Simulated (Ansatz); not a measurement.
Base system: MgB$_{2}$ (space group P6/mmm, No. 191; a = 3.064 Å, c = 3.498 Å; relaxed with 0.1 eV smearing). Axes: x lies along a and z along c of the hexagonal cell.

Level of theory: plane-wave PAW DFT at the PBEsol level (Ansatz, an electronic-structure program, 420 eV), no spin-orbit coupling.

Base values:

The pressure is 0.0 GPa. The shortest interatomic distance is 1.769 Å.

Perturbation: uniaxial strain ε_xx = +1.00 %, all other strain components held at zero, atoms relaxed at fixed cell.

Q: What does the calculation give for the energy relative to the base after the change?

A: The energy increases by 1.3 meV/atom.

Q: What happens to the pressure?

A: The pressure (mean of the normal stresses, compression positive) goes from zero to -1.7 GPa.

Q: What does the calculation give for the shortest interatomic distance after the change?

A: The shortest interatomic distance rises by 0.004 Å to 1.773 Å.

No phonon test of stability was made. The final runs are not spin-polarised.
